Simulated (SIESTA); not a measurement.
Input and output of a self-consistent single point for Mo2N (Imm2, 6 atoms in the cell) (SIESTA).

Method of the run: SIESTA 5.4.2 with GGA PBEsol, numerical atomic orbitals DZP, PseudoDojo PBEsol standard norm-conserving potentials (rewritten from UPF to PSML).

```yaml
crystal:
  lattice:
    - [-2.13417, 2.13417, 3.98701]
    - [2.13417, -2.13417, 3.98701]
    - [2.13417, 2.13417, -3.98701]
  atoms:
    - { symbol: Mo, position: [0.99323, 0.49323, 0.50000] }
    - { symbol: Mo, position: [0.23696, 0.23696, 0.00000] }
    - { symbol: Mo, position: [0.76304, 0.76304, 0.00000] }
    - { symbol: Mo, position: [0.51304, 0.01304, 0.50000] }
    - { symbol: N, position: [0.25000, 0.75000, 0.50000] }
    - { symbol: N, position: [0.50000, 0.50000, 0.00000] }
```

Reference input (self-consistent single point, DFT, GGA PBEsol, numerical atomic orbitals DZP, PseudoDojo PBEsol standard norm-conserving potentials (rewritten from UPF to PSML)): XC.functional = GGA; XC.authors = PBEsol; potentials = PseudoDojo PBEsol standard; PAO.BasisSize = DZP; PAO.EnergyShift = 0.005 Ry; MeshCutoff = 400 Ry; kgrid.MonkhorstPack = 5 5 5; OccupationFunction = MP; OccupationMPOrder = 0; ElectronicTemperature = 1160.45 K; MaxSCFIterations = 150; SCF.Mixer.Method = Broyden. This run's input differs from it in these lines:

```diff
@@ -44,3 +44,6 @@
 SCF.Mixer.History            6
-SCF.DM.Tolerance             1.0E-05
+SCF.DM.Converge              false
+SCF.H.Converge               false
+SCF.FreeE.Converge           true
+SCF.FreeE.Tolerance          1.0E-01 eV
 Diag.ParallelOverK           true
```

The program printed (abridged):

```
        iscf     Eharris(eV)        E_KS(eV)     FreeEng(eV)     dDmax    Ef(eV) dHmax(eV)
   scf:    1    -8124.439035    -8194.675917    -8194.695144  0.922537 -2.751825 11.445201
   scf:    2    -8210.928494    -8203.447781    -8203.468359  0.145539 -3.029858  6.863639
   scf:    3    -8212.668172    -8210.566028    -8210.589627  0.283063 -3.577466  1.889962
   scf:    4    -8205.106781    -8208.995871    -8209.025189  0.275517 -3.886429  5.282452
   scf:    5    -8212.246096    -8211.047277    -8211.077430  0.096667 -4.036557  1.550078
   scf:    6    -8211.317280    -8211.208231    -8211.237592  0.023745 -4.071333  0.610566
   scf:    7    -8211.256011    -8211.238949    -8211.267947  0.017004 -4.106961  0.153860
SCF Convergence by FreeE criterion
|FreeE_i-FreeE_(i-1)| (eV) <     0.10000000
max |DM_out - DM_in|         :     0.0170041704
max |H_out - H_in|      (eV) :     0.1538599406
SCF cycle converged after 7 iterations

Using DM_out to compute the final energy and forces

siesta: E_KS(eV) =            -8211.2389

siesta: E_KS - E_eggbox =     -8211.2389

siesta: Atomic forces (eV/Ang):
     1    0.000160    0.001580   -0.746901
     2   -0.000130    0.000924   -0.002356
     3   -0.001040   -0.000025    0.001066
     4    0.001475   -0.000154    0.232414
     5   -0.000385    0.000216    0.522285
     6   -0.000194    0.000074    0.007778
   Tot   -0.000114    0.002614    0.014286
   Max    0.746901
   Res    0.221702    sqrt( Sum f_i^2 / 3N )
   Max    0.746901    constrained

   [... lines left out ...]
siesta: FreeEng =     -8211.267947
   [... lines left out ...]
siesta:     0.034738    0.000070   -0.000013
siesta:     0.000070    0.035177   -0.000016
siesta:    -0.000014   -0.000017    0.021246

siesta: Cell volume =         72.638199 Ang**3

siesta: Pressure (static):
siesta:                Solid            Molecule  Units
siesta:          -0.00033096         -0.00023691  Ry/Bohr**3
siesta:          -0.03038705         -0.02175235  eV/Ang**3
siesta:         -48.68542827        -34.85111381  kBar
```

The run converged in 7 iterations. Against the reference run the free energy hardly moves (within 1 meV/atom), the pressure goes from -4.21 to -4.87 GPa and the largest force hardly changes (0.740 to 0.747 eV/Å).

The starting cell comes from a database of computed structures (which also holds hypothetical and non-ambient phases and stackings), without a prior relaxation at this level. Its lattice was rescaled by up to half a per cent. One atom was moved a little off its site on purpose. Spin polarisation is off. Values carry the incompleteness of an atom-centred basis. With a pressure of about -5 GPa the cell is away from its equilibrium volume at this level.

Cost on one core of a shared machine: roughly 2 min.
